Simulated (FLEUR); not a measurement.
A self-consistent single point of FePt (P4/mmm, 2 atoms in the cell) with FLEUR.

Level of theory: FLEUR with PBE, all-electron FLAPW (FLEUR), scalar-relativistic valence.

The change in words: lattice scaled by 0.98. Reference geometry:
```
CELL_PARAMETERS angstrom
      2.72000     0.00000     0.00000
      0.00000     2.72000     0.00000
      0.00000     0.00000     3.71000
ATOMIC_POSITIONS crystal
  Fe 0.00000 0.00000 0.00000
  Pt 0.50000 0.50000 0.50000
```
Moments meant for the start (each program seeds them in its own way; μB, in the order of the atoms Fe Pt): 3.0 0.0.

Reference input (self-consistent single point, DFT, PBE, all-electron FLAPW (FLEUR), scalar-relativistic valence): Kmax = 4.3 1/bohr; GmaxXC = 17.2 1/bohr; xcFunctional = pbe; jspins = 2; l_soc = F; mode = gauss; fermiSmearingEnergy = 0.00367493 Htr; mesh (inpgen div1-3) = 9 9 7; inpgen gamma flag = false; Gmax = 17.2 1/bohr; numbands = 0; maxIterBroyd = 25. This run's input differs from it in these lines:

```diff
@@ -6,3 +6,3 @@
 0.0000000000 0.0000000000 1.3639705882
-5.1400550590
+5.0372539578
 1.0 1.0 1.0
@@ -43,5 +43,5 @@
          <bravaisMatrix>
-            <row-1>    5.1400550589999998     0.0000000000000000     0.0000000000000000</row-1>
-            <row-2>    0.0000000000000000     5.1400550589999998     0.0000000000000000</row-2>
-            <row-3>    0.0000000000000000     0.0000000000000000     7.0108839222046155</row-3>
+            <row-1>    5.0372539578000000     0.0000000000000000     0.0000000000000000</row-1>
+            <row-2>    0.0000000000000000     5.0372539578000000     0.0000000000000000</row-2>
+            <row-3>    0.0000000000000000     0.0000000000000000     6.8706662437332433</row-3>
          </bravaisMatrix>
```

The program printed (abridged):

```
 Iteration:     1   Distance:      39.13445232 me/bohr^3
 Iteration:     2   Distance:      17.35297582 me/bohr^3
 Iteration:     3   Distance:      13.02919657 me/bohr^3
 Iteration:     4   Distance:       8.44256522 me/bohr^3
 Iteration:     5   Distance:       5.88252841 me/bohr^3
   [... 13 lines left out ...]
 Iteration:    19   Distance:       0.00028422 me/bohr^3
 Iteration:    20   Distance:       0.00002437 me/bohr^3
 Iteration:    21   Distance:       0.00003059 me/bohr^3
 Iteration:    22   Distance:       0.00000322 me/bohr^3
 Run finished successfully
 Stop message:
   Structural relaxation: Done

[file out, last iteration]
             iter=     23
[...]
          total density-effective poten   -3.4451856172E+04
          total charge density-energy d   -4.1336577112E+02
 Updated energy parameters for spin:           1
 Updated energy parameters for spin:           2
[...]
 fermi energy and band-weighting factors:
    1.042786

[...]
FERMIE:
          first approx. to ef    (T=0)  :   0.539095 htr   (energy of the highest occ. eigenvalue)
          number of occ. states  (T=0)  :       1926
          first approx. to seigv (T=0)  : -14.954954 htr
          sum of weights of occ. states :  32.007055
          sum of semicore charge        :   0.000000 e
          fermi energy=   0.53864 har   work function= -14.65708 ev
   [... lines left out ...]
          total moment                 =     3.14968
 Direct bandgap for spin            1 :    2.7288267829088886E-002  Htr
 Direct bandgap for spin            2 :    7.1983290609838324E-003  Htr
   [... lines left out ...]
          interst. charge =       1.368219
          mt charge=              8.938435    7.268189
          total charge for spin  2=   14.425158
          interst. charge =       1.436553
          mt charge=              6.095193    6.893412
          total charge  =   32.000001
               n    l     j    energy       weight
          atom type    1  (spin 1)
          0.00000000  electrons lost from core.
```

The run converged in 22 iterations. FLEUR gives forces in its relaxation mode, with a further iteration, so its stop message speaks of a relaxation. Against the reference run the total energy goes up by 66.8 meV/atom and the size of the net moment goes from 1.63 to 1.57 μB/atom.

The starting cell has typed, rounded lattice constants, without a prior relaxation at this level. For this run, on top of that: lattice scaled by 0.98. Spin-orbit coupling is off. The magnetic order is the one reached from the typed start; others were not searched systematically. Values depend on the basis (sphere radii, cutoffs, local orbitals), which need not be converged. The log's line on a gap gives a spacing of levels on this mesh, which the program prints for metals too.

Cost on one core of a shared machine: roughly 6 min.
